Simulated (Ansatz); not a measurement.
Consider MoS2 (space group P6_3/mmc, No. 194; layered, stacked along the Cartesian z axis).

```xyz
6
Lattice="3.1090 0.0000 0.0000 -1.5545 2.6925 0.0000 0.0000 0.0000 11.7090" Properties=species:S:1:pos:R:3 pbc="T T T"
Mo     1.5545     0.8975     2.9272
Mo     0.0000     1.7950     8.7817
S      1.5545     0.8975    10.3450
S      0.0000     1.7950     4.4905
S      0.0000     1.7950     1.3640
S      1.5545     0.8975     7.2185
```

Cartesian axes are those of the cell as printed.

Level of theory: PBEsol-D3(BJ) (Ansatz, a program for electronic structure, PAW, no SOC).

Base values:

The valence-band top at Γ is 0.00, -0.96, -1.60 eV. The hole mass is 1.1 mₑ along c, 0.50 mₑ across (at Γ) and the smallest direct gap comes out as 1.79 eV.

Modification: the cell is compressed by 0.60 % along x with no lateral relaxation; the atoms relax in the strained cell.

Q: Predict the new energy relative to the base.

A: The energy grows by 0.5 meV/atom.

Q: What does the calculation give for the valence-band top at Γ after the change?

A: The valence-band top at Γ (three highest levels, from the VBM) becomes 0.00, -0.96, -1.63 eV (base: 0.00, -0.96, -1.60 eV).

Q: Predict the new hole mass.

A: The hole mass goes from 1.1 mₑ along c, 0.50 mₑ across (at Γ) to 0.53 mₑ along x, 0.50 mₑ along y, 1.1 mₑ along z (at Γ).

Q: What does the calculation give for the stress after the change?

A: The stress (xx, yy, zz, yz, xz, xy; compression positive) is (1.56, 0.34, 0.08, 0.00, 0.00, 0.00) GPa.

Q: What does the calculation give for the smallest direct gap after the change?

A: The smallest direct gap grows by 0.034 eV to 1.83 eV.

Masses are band curvatures over ±0.01 Å⁻¹ around the edge. No phonon test of stability was made.
